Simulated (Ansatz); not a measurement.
GaN (P6_3mc): band-edge transport data

Here is the system:

```xyz
4
Lattice="3.1831 0.0000 0.0000 -1.5915 2.7566 0.0000 0.0000 0.0000 5.1836" Properties=species:S:1:pos:R:3 pbc="T T T"
Ga     1.5915     0.9189     2.5872
Ga     0.0000     1.8378     5.1789
N      1.5915     0.9189     4.5403
N      0.0000     1.8378     1.9485
```

The numbers are results of r2SCAN with spin-orbit coupling, rigid bands (plane waves, PAW; Ansatz, a program for electronic structure), not measurements. Cell: cell and atoms relaxed with r2SCAN.

- band gap: 2.35 eV
- electron conductivity mass (300 K, dilute): 0.200 (x), 0.200 (y), 0.180 (z) mₑ
- hole conductivity mass (300 K, dilute): 1.45 (x), 1.45 (y), 1.71 (z) mₑ
- effective density of states N_c (300 K): 2.1e18 cm⁻³
- effective density of states N_v (300 K): 9.2e19 cm⁻³
- density-of-states mass, electrons: 0.193 mₑ
- density-of-states mass, holes: 2.4 mₑ
- Seebeck coefficient, n-type 1e19 cm⁻³, 300 K: -111 μV/K
- best n-type power factor at 300 K for τ = 10 fs (best axis; densities from 1e16 to 1e21 cm⁻³ tried, whether or not they can be reached): 1.84 μW/(cm·K²) at 1e19 cm⁻³
- Seebeck coefficient, p-type 1e19 cm⁻³, 300 K: 422 μV/K
- best p-type power factor at 300 K for τ = 10 fs (best axis; densities from 1e16 to 1e21 cm⁻³ tried, whether or not they can be reached): 13.5 μW/(cm·K²) at 3e20 cm⁻³

Rigid bands; masses and Seebeck coefficients take one relaxation time τ for all states and one kind of carrier; polarons and phonon drag are left out.
